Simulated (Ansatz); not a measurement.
## Pressure series in Ti2AlN

Base system: Ti2AlN (space group P6_3/mmc, No. 194; a = 2.964 Å, c = 13.534 Å; a cell from a computed database, its experimental status unchecked).

Cell and atoms are relaxed at each pressure.

Level of theory: DFT with PBEsol, PAW potentials and a 420 eV plane-wave cutoff in Ansatz (a quantum-chemistry and plane-wave program), no spin-orbit coupling.

| pressure (GPa) | volume per atom (Å³/atom) |
|---|---|
| -2 | 13.034 |
| -1 | 12.952 |
| 0 | 12.872 |
| 0.3 | ? |
| 0.7 | 12.819 |
| 1.5 | 12.759 |
| 3 | 12.651 |
| 5 | 12.512 |
| 7.5 | 12.350 |

Problem. Fit the third-order Birch–Murnaghan form P(V) = (3B₀/2)[(V₀/V)^(7/3) − (V₀/V)^(5/3)]·[1 + (3/4)(B₀′ − 4)((V₀/V)^(2/3) − 1)] (squares taken in P) to the rows shown and predict the withheld row.

Solution. Least squares on the printed values gives V₀ = 12.873 Å³/atom, B₀ = 166 GPa, B₀′ = 4.3; this predicts 12.850 Å³/atom, and the run gives 12.850 Å³/atom, in agreement.

Load acts through the strain it causes; cell and atoms are relaxed under it. Stability against distortions was not tested. Competing high-pressure phases were not computed. The final runs are not spin-polarised.
